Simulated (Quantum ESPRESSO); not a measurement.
# Relaxation of cell and atoms of Zr (P6_3/mmc, 2 atoms in the cell) at several settings

```
CELL_PARAMETERS angstrom
      3.16732     0.00000     0.00000
     -1.58366     2.74298     0.00000
      0.00000     0.00000     5.05740
ATOMIC_POSITIONS crystal
  Zr 0.33333 0.66667 0.25000
  Zr 0.66667 0.33333 0.75000
```

Base: PBE, GBRV 1.5 ultrasoft (PBE) pseudopotentials run with Quantum ESPRESSO. Its settings: ecutwfc = 40 Ry; ecutrho = 320 Ry; occupations = smearing; smearing = fd; degauss = 0.0036749 Ry; potentials = {Zr: zr_pbe_v1.uspp.F.UPF}; K_POINTS = automatic 16 16 9 0 0 0; conv_thr = 1e-11 Ry; mixing_beta = 0.7. Starting volume 21.97 Å³ per atom.

Each line gives the change from the base single point and the result:

- calculation: scf → vc-relax; tprnfor: true → default; tstress: true → default; press: default → 100 kbar: pressure 10.00 GPa; final cell a = 3.123 Å, b = 3.123 Å, c = 5.047 Å, α = 90.00°, β = 90.00°, γ = 120.00°; final volume per atom 21.32 Å³; relaxation steps 6; free energy against the base single point 33.0 meV/atom.
- calculation: scf → vc-relax; tprnfor: true → default; tstress: true → default; ecutwfc: 40 Ry → 24 Ry; ecutrho: 320 Ry → 192 Ry: pressure 0.22 GPa; final cell a = b = 3.227 Å, c = 5.164 Å, α = β = 90.00°, γ = 120.00°; final volume per atom 23.28 Å³; relaxation steps 3; free energy against the base single point -24.0 meV/atom.
- calculation: scf → vc-relax; tprnfor: true → default; tstress: true → default; vdw_corr: default → grimme-d3; dftd3_version: default → 4; dftd3_threebody: default → false [DFT, PBE-D3(BJ), plane waves, GBRV 1.5 ultrasoft (PBE) pseudopotentials]: pressure -0.01 GPa; final cell a = b = 3.185 Å, c = 5.112 Å, α = β = 90.00°, γ = 120.00°; final volume per atom 22.45 Å³; relaxation steps 5.

The starting cell comes from a database of computed structures (which also holds hypothetical and non-ambient phases and stackings), without a prior relaxation at this level. Its lattice was rescaled by a random factor within 2.5 % of one.
